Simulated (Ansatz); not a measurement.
**CdTe: pressure 2.1 GPa**

The reference is CdTe in the zinc blende structure (space group F-43m, No. 216; a = 6.5578 Å).

Modification: cell and atoms relaxed at a pressure of 2.1 GPa.

Method: r2SCAN (Ansatz, a first-principles code, PAW, no spin-orbit coupling). k-mesh 9×9×9 (Γ-centred); smearing 0.05 eV (Fermi–Dirac).

```json
[
 {"quantity": "volume per atom", "base": "35.25 Å³", "changed": "33.64 Å³", "shift": "-1.61 Å³"},
 {"quantity": "shortest interatomic distance", "base": "2.840 Å", "changed": "2.796 Å", "shift": "-0.044 Å"},
 {"quantity": "enthalpy H = E + PV relative to the base's energy", "base": "–", "changed": "+0.45 eV/atom", "shift": "–"},
 {"quantity": "band gap", "base": "1.17 eV", "changed": "1.32 eV", "shift": "+0.15 eV"},
 {"quantity": "gap character", "base": "direct at Γ", "changed": "direct at Γ", "shift": "–"},
 {"quantity": "mean gap deformation potential ΔEg/Δln V", "base": "–", "changed": "-3.2 eV", "shift": "–"},
 {"quantity": "width of the top valence band", "base": "2.09 eV", "changed": "2.28 eV", "shift": "+0.197 eV"},
 {"quantity": "electron mass", "base": "0.090 mₑ (at Γ)", "changed": "0.096 mₑ (at Γ)", "shift": "–"},
 {"quantity": "hole mass (degenerate bands, along [100])", "base": "0.092, 0.55, 0.55 mₑ (at Γ)", "changed": "0.099, 0.51, 0.51 mₑ (at Γ)", "shift": "–"},
 {"quantity": "valley order (the lowest conduction-band minima on the path, energy above the VBM, named in the base's zone)", "base": "Γ 1.17 eV; L along ⟨111⟩ 2.20 eV", "changed": "Γ 1.32 eV; L along ⟨111⟩ 2.26 eV", "shift": "–"}
]
```

Final structure:

```
CELL_PARAMETERS angstrom
      0.00000     3.22827     3.22827
      3.22827     0.00000     3.22827
      3.22827     3.22827     0.00000
ATOMIC_POSITIONS crystal
  Cd 0.00000 0.00000 0.00000
  Te 0.25000 0.25000 0.25000
```

With Te present, leaving out spin-orbit coupling can change the band edges. Load acts through the strain it causes; cell and atoms are relaxed under it. Masses are band curvatures over ±0.01 Å⁻¹ around the edge. Whether these cells are dynamically stable was not tested. Tetrahedral semiconductors of this kind turn to denser phases somewhere between about 1 and 50 GPa; those were not computed, so compressed cells here can lie past the real transition.
